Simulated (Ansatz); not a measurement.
Start from Cu in the fcc (Cu type) structure (space group Fm-3m, No. 225; relaxed with 0.1 eV smearing).

```yaml
crystal:
  lattice:
    - [0.00000, 1.78838, 1.78838]
    - [1.78838, 0.00000, 1.78838]
    - [1.78838, 1.78838, 0.00000]
  atoms:
    - { symbol: Cu, position: [0.00000, 0.00000, 0.00000] }
```

Cartesian axes are those of the cell as printed.

Calculations: r2SCAN (Ansatz, a quantum-chemistry and plane-wave program), no spin-orbit coupling.

Base values:

```
Quantity                        Result
-----------------------------  -------
Pressure                       0.0 GPa
Shortest interatomic distance  2.529 Å
```

The change: the cell is compressed by 1.00 % along z with no lateral relaxation; the atoms relax in the strained cell.

### Question
What happens to the pressure, energy relative to the base and shortest interatomic distance?

### Answer
The pressure (mean of the normal stresses, compression positive) goes from zero to 1.7 GPa; the energy grows by 0.7 meV/atom; the shortest interatomic distance shrinks by 0.0126 Å, from 2.529 Å to 2.517 Å.

Whether these cells are dynamically stable was not tested. The final runs are not spin-polarised.
